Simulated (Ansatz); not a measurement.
Here is the system:

```yaml
crystal:
  lattice:
    - [4.53406, 0.00000, 0.00000]
    - [-2.26703, 3.92661, 0.00000]
    - [0.00000, 0.00000, 7.36745]
  atoms:
    - { symbol: Mg, position: [0.33333, 0.66667, 0.99959] }
    - { symbol: Mg, position: [0.66667, 0.33333, 0.49959] }
    - { symbol: Te, position: [0.33333, 0.66667, 0.37641] }
    - { symbol: Te, position: [0.66667, 0.33333, 0.87641] }
```

No spin polarisation.

Calculations: PBEsol (Ansatz, a quantum-chemistry and plane-wave program), no SOC. Settings: 8×8×5 k-points, 0.05 eV Fermi–Dirac smearing.

Q: Predict the electron mass, pressure and valence-band top at Γ.

A: 
- Electron mass: 0.16 mₑ along c, 0.17 mₑ across (at Γ)
- Pressure (mean of the normal stresses, compression positive): 0.67 GPa
- Valence-band top at Γ (three highest levels, from the VBM): 0.00, -0.02, -0.02 eV

Spin-orbit coupling, missing from the scalar runs, can matter with Te. The levels and masses belong to the bands next to the band gap. The cells carry an imposed strain or load. Masses are band curvatures over ±0.01 Å⁻¹ around the edge. Stability against distortions was not tested. The cell was made from MgTe in the wurtzite structure (space group P6_3mc, No. 186) by this change: isotropic strain −0.60 %.
